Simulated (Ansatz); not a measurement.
System: CsCl-type RuAl. Method: PBE0 (PAW; Ansatz, a quantum-chemistry and plane-wave program).

Excerpt of the program's output:

```
WARN output.stress: scf.exx.energy_threshold = 1e-6 eV is looser than the 2e-8 eV advised for a stress under a hybrid functional (1e-8 eV for each atom of the …
Crystal: 2 atoms, lattice volume = 26.880 Å³
Basis set: ecut = 460 eV, 619 PW (Γ), exchange–correlation on 48×48×48 points (8 copies of the dense FFT grid, shifted against one another)
Bands: 14, of which v1, the nominal top of the filled ones, is band 10 counted from 1 (9 counted from 0)
Symmetry: 48 space group operations
Space group: Pm-3m (ITA 221), of the structure as read, at distance tolerance 3.0e-5 Å
k-points: 56 of 1000
Functional: x = pbe(κ = 0.804, μ = 0.2195149727645171), c = pbe(β = 0.06672455060314922), warm-up for x = 0.75 pbe(κ = 0.804, μ = 0.2195149727645171) + 0.25 exact, c = pbe(β = 0.06672455060314922)
SCF iter   1: F=—  HF=-6417.475841 eV  |F-HF|=—  |Δ(HF+E_count)|=         —  Δρ=4.96e-3  dr2=7.94e-3
SCF iter   2: F=—  HF=-6417.474999 eV  |F-HF|=—  |Δ(HF+E_count)|=   8.42e-4  Δρ=2.90e-3  dr2=3.09e-3
  ...
SCF 1 converged in 6 iterations: F = -6417.474436 eV  dr2 = 5.25e-11
Crystal: 2 atoms, lattice volume = 26.880 Å³
Initial density: handed on by an earlier stage of this run
Functional: x = 0.75 pbe(κ = 0.804, μ = 0.2195149727645171) + 0.25 exact, c = pbe(β = 0.06672455060314922)
  ...
Crystal: 2 atoms, lattice volume = 26.880 Å³
SCF 6 converged in 5 iterations: F = -6419.416868 eV  dr2 = 7.38e-12
Crystal: 2 atoms, lattice volume = 26.880 Å³
SCF 7 converged in 5 iterations: F = -6419.417641 eV  dr2 = 3.91e-12
Crystal: 2 atoms, lattice volume = 26.880 Å³
Crystal: 2 atoms, lattice volume = 26.880 Å³
SCF 9 converged in 11 iterations: F = -6419.418567 eV  dr2 = 1.39e-12
Crystal: 2 atoms, lattice volume = 26.880 Å³
SCF 10 converged in 2 iterations: F = -6419.418567 eV  dr2 = 4.11e-13
Crystal: 2 atoms, lattice volume = 26.880 Å³
SCF 11 converged in 11 iterations: F = -6419.418566 eV  dr2 = 3.90e-11
Crystal: 2 atoms, lattice volume = 26.880 Å³
SCF 12 converged in 3 iterations: F = -6419.418567 eV  dr2 = 1.05e-10
Crystal: 2 atoms, lattice volume = 26.880 Å³
Crystal: 2 atoms, lattice volume = 26.880 Å³
SCF iter   3: F=—  HF=-6419.418461 eV  |F-HF|=—  |Δ(HF+E_count)|=   1.19e-8  Δρ=1.87e-6  dr2=3.63e-9
SCF iter   4: F=-6419.418461 eV  HF=-6419.418461 eV  |F-HF|=1.64e-11  |Δ(HF+E_count)|=   1.48e-8  Δρ=5.98e-7  dr2=4.56e-11
SCF 14 converged in 4 iterations: F = -6419.418461 eV  dr2 = 4.56e-11
Free energy (F): -6419.418567 eV
Internal energy: -6419.415723 eV  (E = F + TS)
E sigma→0 (E₀):  -6419.417145 eV
Fermi energy:    15.440954 eV
--- Forces (eV/Å), atoms counted from 1 ---
  atom   1  Al    -0.00000000    -0.00000000    -0.00000000
  atom   2  Ru    -0.00000000     0.00000000     0.00000000
--- Stress (GPa, compression-positive) ---
       -5.241659      -0.000000       0.000000
       -0.000000      -5.241659      -0.000000
        0.000000       0.000000      -5.241659
  P = ⅓ Tr σ = -5.2417 GPa (-52.417 kbar)
```

**Question.** Write an input file that could have produced this run (the log leaves some choices open).

**Answer.** Several could match; the one computed here: 
Ansatz 0.2 input:
```yaml
crystal:
  lattice:
    - [2.9955460573, 0.0, 0.0]
    - [0.0, 2.9955460573, 0.0]
    - [0.0, 0.0, 2.9955460573]
  atoms:
    - { symbol: Al, position: [0.5, 0.5, 0.5] }
    - { symbol: Ru, position: [0.0, 0.0, 0.0] }
basis:
  ecutwfc: 460
  ecutrho_ratio: 4
  xc_grid: 2
kpoints:
  mp_grid: { grid: [10, 10, 10] }
hamiltonian:
  xc: pbe0
  dispersion: none
  pseudopotentials: { kind: paw }
scf:
  occupations: { method: fermi_dirac, width: 0.05 }
  convergence: { dr2_threshold: 0.0000000002 }
output:
  forces: true
  stress: true
  eigenvalues: true
```

The cell is one volume of an energy–volume scan, off the minimum.

The PAW data were made under PBE.

Note: the run has no spin polarisation, so it can have missed a magnetic state. Note: the run warned that the count of filled bands differs between k points.
